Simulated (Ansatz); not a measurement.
Base system: InP in the zinc blende structure (space group F-43m, No. 216; a = 5.9070 Å).

Levels (all Ansatz, an electronic-structure program, PAW): r2SCAN (500 eV, without spin-orbit coupling); HSE06 (420 eV, without spin-orbit coupling).

The geometry is relaxed with r2SCAN.

| Property | Result |
|---|---|
| r2SCAN lowest conduction level above the VBM at special points | Γ 1.03 eV; L 1.80 eV; X 2.04 eV |

With HSE06 at the same geometry, the lowest conduction level above the VBM at special points goes from Γ 1.03 eV; L 1.80 eV; X 2.04 eV to Γ 1.36 eV; L 2.19 eV; X 2.40 eV.

Single points use the geometry relaxed with r2SCAN. The levels and masses belong to the bands next to the band gap. Stability against distortions was not tested.
